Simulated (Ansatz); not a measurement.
System: AlB2-type TiB₂. Method: PBE (Ansatz, a quantum-chemistry and plane-wave program, PAW).

Run with plane-wave cutoff 520 eV, 24×24×20 k mesh (along the axes of the cell as run), Fermi–Dirac smearing 0.054 eV (set by the program), no spin polarisation, scalar-relativistic PAW data made under PBE.

Computed at the level's own relaxed cell.

```
TiB2
1.0
    3.03195     0.00000     0.00000
   -1.51598     2.62575     0.00000
    0.00000     0.00000     3.22427
Ti B
1 2
Direct
  0.00000   0.00000   0.00000
  0.66667   0.33333   0.50000
  0.33333   0.66667   0.50000
```

### Question
Give the elastic tensor (Voigt notation, GPa, ions relaxed, in the Cartesian axes of the cell as printed).

### Answer

```
  650.4    67.9   102.1     0.0     0.0     0.0
   67.9   650.4   102.1     0.0     0.0     0.0
  102.1   102.1   452.0     0.0     0.0     0.0
    0.0     0.0     0.0   258.2     0.0     0.0
    0.0     0.0     0.0     0.0   258.2     0.0
    0.0     0.0     0.0     0.0     0.0   291.2
```

Measured, for comparison: elastic constant C11 660 GPa, elastic constant C12 48 GPa, elastic constant C44 260 GPa, elastic constant C33 432 GPa, elastic constant C13 93 GPa (temperature not stated, not corrected to a static lattice; as tabulated in Liu et al. (2023), arXiv:2002.00005). Computed (rounded) less measured: elastic constant C11 -2 %, elastic constant C12 +41 %, elastic constant C44 -0.8 %, elastic constant C33 +5 %, elastic constant C13 +10 %. A static lattice is as a rule a little smaller and stiffer than an uncorrected measurement, which narrows the difference in the elastic constant C33, elastic constant C13 and would widen misses of the other sign.

Static lattice: no zero-point or thermal effects.
